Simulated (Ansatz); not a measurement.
Consider SiC (space group P6_3mc, No. 186; a = 3.0585 Å, c = 10.0120 Å). Axes: x lies along a and z along c of the hexagonal cell.

Calculations: LDA, PAW, 420 eV (Ansatz, an electronic-structure program; spin-orbit coupling left out).

Modification: the cell is compressed by 0.75 % along z with no lateral relaxation, atoms relaxed at fixed cell.

Question: Predict the stress tensor and what it implies for the stiffness.

Answer: Stress of the strained cell less that of the base (GPa, compression positive):
```
   0.47    0.00    0.00
   0.00    0.47    0.00
   0.00    0.00    4.30
```

Then −Δσ_ii/ε with ε = -0.0075 gives relaxed-ion elastic constants: C33 ≈ 573 GPa, C13 ≈ 63 GPa and C23 ≈ 63 GPa.

Whether these cells are dynamically stable was not tested.
